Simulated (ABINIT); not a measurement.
Input and output of a self-consistent single point for ZrCrW (Imma, 6 atoms in the cell) (ABINIT).

Level of theory: PBEsol, PAW (JTH v2.0 PBE PAW, files made for PBE) (plane waves; ABINIT 10.0.3).

```xyz
6
Lattice="-2.6008 2.6660 3.6856 2.6008 -2.6660 3.6856 2.6008 2.6660 -3.6856" Properties=species:S:1:pos:R:3 pbc="T T T"
Zr     0.0000     1.3330     0.9077
Zr     2.6008     1.3330     2.7779
Cr     1.3004    -1.3330     1.8428
Cr     1.3004     1.3330    -1.8428
W      0.0000     0.0000     3.6856
W      2.6008     0.0000     0.0000
```

Reference input (self-consistent single point, DFT, LDA (PW92), plane waves, PAW (JTH v2.0 LDA PAW)): pseudos = [Zr.LDA_PW-JTH.xml, Cr.LDA_PW-JTH.xml, W.LDA_PW-JTH.xml]; ecut = 30 Ha; pawecutdg = 60 Ha; pawxcdev = 0; occopt = 3; tsmear = 0.136 eV; ngkpt = 4 4 4; nshiftk = 1; shiftk = 0 0 0; potentials = JTH v2.0 LDA PAW; nband = 51; kptopt = 1. This run's input differs from it in these lines:

```diff
@@ -1,4 +1,4 @@
-# ZrCrW, JTH v2.0 LDA PAW
+# ZrCrW, JTH v2.0 PBE PAW
 pp_dirpath "./"
-pseudos "Zr.LDA_PW-JTH.xml, Cr.LDA_PW-JTH.xml, W.LDA_PW-JTH.xml"
+pseudos "Zr.GGA_PBE-JTH.xml, Cr.GGA_PBE-JTH.xml, W.GGA_PBE-JTH.xml"
 acell 3*1.0
@@ -22,2 +22,3 @@
 pawxcdev 0
+ixc -116133
 occopt 3
```

Its files differ too (potentials: JTH v2.0 LDA PAW → JTH v2.0 PBE PAW).

Output, abridged:

```
--- !BeginCycle
solver: {iscf: 17, nstep: 60, nline: 4, wfoptalg: 10, }
tolerances: {tolvrs: 1.00E-12, }
...

     iter   Etot(hartree)      deltaE(h)  residm     nres2
 ETOT  1  -390.09594581616    -3.901E+02 5.776E+00 1.718E+02
 ETOT  2  -408.07843910079    -1.798E+01 8.746E-02 3.762E+02
 ETOT  3  -408.19201754022    -1.136E-01 3.534E-02 3.010E+02
 ETOT  4  -408.01001381137     1.820E-01 1.915E-02 1.094E+02
 ETOT  5  -407.97437496410     3.564E-02 1.664E-02 6.659E+01
   [... 22 lines left out ...]
 ETOT 28  -407.92867184979     2.672E-12 5.239E-05 2.836E-11
 ETOT 29  -407.92867184979     2.728E-12 3.968E-05 5.490E-12
 ETOT 30  -407.92867184979    -6.196E-12 3.889E-05 1.675E-12
 ETOT 31  -407.92867184979     1.990E-12 2.929E-05 1.490E-13
 At SCF step   31       nres2   =  1.49E-13 < tolvrs=  1.00E-12 =>converged.

 Cartesian components of stress tensor (hartree/bohr^3)
  sigma(1 1)=  2.47774807E-04  sigma(3 2)=  0.00000000E+00
  sigma(2 2)=  2.63842401E-04  sigma(3 1)=  0.00000000E+00
  sigma(3 3)=  2.64442449E-04  sigma(2 1)=  0.00000000E+00

 ----iterations are completed or convergence reached----

 reduced coordinates (array xred) for    6 atoms
       0.373140000000      0.123140000000      0.250000000000
       0.626860000000      0.876860000000      0.750000000000
       0.000000000000      0.500000000000      0.000000000000
       0.000000000000      0.000000000000      0.500000000000
       0.500000000000      0.500000000000      0.000000000000
       0.000000000000      0.500000000000      0.500000000000
 cartesian forces (eV/Angstrom) at end:
   [... lines left out ...]
 Fermi (or HOMO) energy (hartree) =   0.36274   Average Vxc (hartree)=  -0.45578
   [... lines left out ...]
'-kT*entropy'       : -8.06690212897519E-03
total_energy        : -4.07928671886232E+02
total_energy_eV     : -1.11003036781962E+04
...

-Cartesian components of stress tensor (GPa)         [Pressure= -7.6108E+00 GPa]
- sigma(1 1)=  7.28978526E+00  sigma(3 2)=  0.00000000E+00
- sigma(2 2)=  7.76251013E+00  sigma(3 1)=  0.00000000E+00
- sigma(3 3)=  7.78016416E+00  sigma(2 1)=  0.00000000E+00

 Calculation completed.
```

The run converged in 31 iterations. Against the reference run the pressure goes from -11.78 to -7.61 GPa and the largest force hardly changes (0.008 to 0.004 eV/Å).

The starting cell comes from a database of computed structures (which also holds hypothetical and non-ambient phases and stackings), without a prior relaxation at this level. Spin polarisation is off. The potentials were made for another functional than the one used. With a pressure of about -8 GPa the cell is away from its equilibrium volume at this level.

Cost on one core of a shared machine: roughly 8 min.
